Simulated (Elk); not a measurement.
**Input and output of a self-consistent single point for Na (Im-3m, 1 atom in the cell) (Elk)**

Computed with PBE, all-electron FP-LAPW, Elk's shipped species files, LAPW+lo basis (Elk 10.2.4).

Input as run:

```
tasks
  0

xctype
  20

rgkmax
  7.5

gmaxvr
  16.0

nxoapwlo
  1

swidth
  0.00367493

maxscl
  100

avec
   -4.0251166455    4.0251166455    4.0251166455
    4.0251166455   -4.0251166455    4.0251166455
    4.0251166455    4.0251166455   -4.0251166455

atoms
  1
  'Na.in'
  1
  0.0000000000  0.0000000000  0.0000000000    0.0 0.0 0.0

ngridk
  9 9 9
```

Log, with long lists cut:

```
│ Elk code version 10.2.4 │

All units are atomic (Hartree, Bohr, etc.)

│ Ground-state run starting from atomic densities │

Lattice vectors :
  -4.025116645       4.025116645       4.025116645
   4.025116645      -4.025116645       4.025116645
   4.025116645       4.025116645      -4.025116645

Unit cell volume      :    260.8527399
Brillouin zone volume :   0.9509204830

Muffin-tin inner radius fraction :   0.1000000000E-01

Nuclei treated as point charges

Species :    1 (Na)
 parameters loaded from : Na.in
 name : sodium
 nuclear charge    :   -11.00000000
 electronic charge :    11.00000000
 atomic mass :    41907.78700
 muffin-tin radius :    2.200000000
 number of radial points in muffin-tin :    397
 atomic positions (lattice), magnetic fields (Cartesian) :
   1 :   0.00000000  0.00000000  0.00000000    0.00000000  0.00000000  0.00000000

Total number of atoms per unit cell :    1

Spin treatment :
 spin-unpolarised

Number of Bravais lattice symmetries :   48
Number of crystal symmetries         :   48
Crystal has inversion symmetry
Real symmetric eigensolver will be used

k-point grid :      9     9     9
k-point offset :    0.000000000       0.000000000       0.000000000
k-point set is reduced with full crystal symmetry group
Total number of k-points :       35

Muffin-tin radius times maximum |G+k| :    7.500000000
 using average radius
Maximum |G+k| for APW functions       :    3.409090909
Maximum (1/2)|G+k|²                   :    5.810950413
Maximum |G| for potential and density :    16.00000000
 potential will be trimmed for |G| > 2 gkmax
Constant for pseudocharge density :    9
Radial integration step length :    4

G-vector grid sizes :     36    36    36
Number of G-vectors :    18053

Maximum angular momentum used for
 APW functions                      :    8
 outer part of muffin-tin           :    6
 inner part of muffin-tin           :    1

Total nuclear charge    :   -11.00000000
Total core charge       :    2.000000000
Total valence charge    :    9.000000000
Total excess charge     :    0.000000000
Total electronic charge :    11.00000000

Effective Wigner radius, rₛ :    1.782261269

Number of empty states         :    4
Total number of valence states :    9
Total number of core states    :    2

Total number of local-orbitals :    8

Exchange-correlation functional :     20     0     0
 Perdew-Burke-Ernzerhof, Phys. Rev. Lett. 77, 3865 (1996)
 gradient requirement :    1
 generalised gradient approximation (GGA)

Smearing type :    3
 Fermi-Dirac
Smearing width :   0.3674930000E-02
Effective electronic temperature (K) :    1160.451112

Mixing type :    3
 Broyden mixing, J. Phys. A: Math. Gen. 17, L317 (1984)

Kohn-Sham potential initialised from atomic data

│ Self-consistent loop started │
│ Loop number : 1 │
 total energy                :     -162.633793208
│ Loop number : 2 │
 total energy                :     -162.631768069
RMS change in Kohn-Sham potential (target) :    1.037157751     (  0.1000000000E-05)
Absolute change in total energy (target)   :   0.2025139095E-02 (  0.1000000000E-03)
│ Loop number : 3 │
 total energy                :     -162.548232412
RMS change in Kohn-Sham potential (target) :   0.5507382014     (  0.1000000000E-05)
Absolute change in total energy (target)   :   0.8404194164E-01 (  0.1000000000E-03)
│ Loop number : 4 │
 total energy                :     -162.496309315
RMS change in Kohn-Sham potential (target) :   0.2157556197     (  0.1000000000E-05)
Absolute change in total energy (target)   :   0.7293358284E-01 (  0.1000000000E-03)
│ Loop number : 5 │
 total energy                :     -162.474570997
RMS change in Kohn-Sham potential (target) :   0.7027793491E-01 (  0.1000000000E-05)
Absolute change in total energy (target)   :   0.3997171327E-01 (  0.1000000000E-03)
│ Loop number : 6 │
 total energy                :     -162.466672182
RMS change in Kohn-Sham potential (target) :   0.1860214172E-01 (  0.1000000000E-05)
Absolute change in total energy (target)   :   0.1789174338E-01 (  0.1000000000E-03)
│ Loop number : 7 │
 total energy                :     -162.463625849
RMS change in Kohn-Sham potential (target) :   0.1898126120E-02 (  0.1000000000E-05)
Absolute change in total energy (target)   :   0.7519269045E-02 (  0.1000000000E-03)
│ Loop number : 8 │
 total energy                :     -162.463372848
RMS change in Kohn-Sham potential (target) :   0.5376323583E-03 (  0.1000000000E-05)
Absolute change in total energy (target)   :   0.2132818551E-02 (  0.1000000000E-03)
│ Loop number : 9 │
 total energy                :     -162.463269591
RMS change in Kohn-Sham potential (target) :   0.1549950915E-04 (  0.1000000000E-05)
Absolute change in total energy (target)   :   0.6364613118E-03 (  0.1000000000E-03)
│ Loop number : 10 │
 total energy                :     -162.463265312
RMS change in Kohn-Sham potential (target) :   0.6440149973E-05 (  0.1000000000E-05)
Absolute change in total energy (target)   :   0.1633945581E-03 (  0.1000000000E-03)
│ Loop number : 11 │
 total energy                :     -162.463263793
RMS change in Kohn-Sham potential (target) :   0.6224504515E-06 (  0.1000000000E-05)
Absolute change in total energy (target)   :   0.4236708097E-04 (  0.1000000000E-03)
Convergence targets achieved

│ Loop number : 12 │

Energies :
 Fermi                       :     0.106421028812E-01
 sum of eigenvalues          :     -85.0773520822
 electron kinetic            :      162.466704132
 core electron kinetic       :      112.825082888
 Coulomb                     :     -310.549325865
 Coulomb potential           :     -229.033399088
 nuclear-nuclear             :     -24.7973872758
 electron-nuclear            :     -342.470478090
 Hartree                     :      56.7185395010
 Madelung                    :     -196.032626321
 xc potential                :     -18.5106571260
 exchange                    :     -13.9932945213
 correlation                 :    -0.386849236755
 electron entropic           :    -0.498960729450E-03
 total energy                :     -162.463264452

Density of states at Fermi energy :    10.97552743
 (states/Hartree/unit cell)

Estimated indirect band gap :   0.7130030748E-02
 from k-point     23 to k-point      5
Estimated direct band gap   :   0.1303651514
 at k-point     23

Charges :
 core                        :    2.000000000
 valence                     :    9.000000000
 interstitial                :   0.9617752163
 muffin-tins (core leakage)
  species :    1 (Na)
   atom    1                 :    10.03822478     (  0.6661338148E-15)
 total in muffin-tins        :    10.03822478
 total calculated charge     :    10.99964443
 total charge                :    11.00000000
 error                       :   0.3555688891E-03

│ Self-consistent loop stopped │
```

The run converged in 12 iterations. The count includes the last loop, which Elk runs after its targets are met.

The starting cell has typed, rounded lattice constants, without a prior relaxation at this level. Values depend on the basis (sphere radii, cutoffs, local orbitals), which need not be converged. The log's line on a gap gives a spacing of levels on this mesh, which the program prints for metals too.
